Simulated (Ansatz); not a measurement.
The structure below was relaxed with PBEsol (Ansatz, a first-principles code; PAW; 420 eV plane waves; without spin-orbit coupling), at pressure 30 GPa.

Space group P6₃mc (No. 186); a = b = 2.967 Å, c = 4.864 Å, α = β = 90.00°, γ = 120.00°

| atom | site | symmetry | x | y | z |
|---|---|---|---|---|---|
| Si | 2b | 3m. | 0.6667 | 0.3333 | 0.0005 |
| C | 2b | 3m. | 0.3333 | 0.6667 | 0.1247 |

Question: Write out a cell with all atoms.

Answer: 
```xyz
4
Lattice="2.9669 0.0000 0.0000 -1.4835 2.5694 0.0000 0.0000 0.0000 4.8638" Properties=species:S:1:pos:R:3 pbc="T T T"
Si     1.4835     0.8565     0.0024
Si     0.0000     1.7130     2.4343
C      1.4835     0.8565     3.0385
C      0.0000     1.7130     0.6065
```
This is the conventional cell.

Load acts through the strain it causes; cell and atoms are relaxed under it. No phonon test of stability was made. Competing high-pressure phases were not computed. The cell was made from SiC in the wurtzite structure (space group P6_3mc, No. 186) by this change: pressure 30 GPa.
